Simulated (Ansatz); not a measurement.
System: IrGa (model structure, started from the CoSn type, P6/mmm, No. 191, 6 atoms in the cell). Method: r²SCAN (Ansatz, a quantum-chemistry and plane-wave program, PAW).

Numerical settings: plane-wave cutoff 560 eV, 12×12×14 k mesh (along the axes of the cell as run), Fermi–Dirac smearing 0.05 eV, no spin polarisation, scalar-relativistic PAW data made under PBE.

Cell (relaxed at this level):

Space group P6/mmm (No. 191); a = 5.400 Å, b = 5.400 Å, c = 4.037 Å, α = 90.00°, β = 90.00°, γ = 120.00°

```csv
atom,site,symmetry,x,y,z
Ir,3f,mmm,0.0000,0.5000,0.0000
Ga,2d,-6m2,0.3333,0.6667,0.5000
Ga,1a,6/mmm,0.0000,0.0000,0.0000
```

Question: Predict the bulk modulus B0.

Answer: 
- bulk modulus B0: 188 GPa

Note: the run has no spin polarisation, so it can have missed a magnetic state; the bulk modulus is −V dP/dV from two relaxed cells at ±2 % in volume; the relaxation could raise the start's symmetry but not lower it, so the cell can be a saddle point.

Spin–orbit coupling is not included.

Computed values are for the static lattice.

Computing time: around 8 core-minutes (rough).

A model structure was made by putting elements into a prototype or built by hand; it is no filed structure, need not be a known phase, and can be a saddle point held by its symmetry.
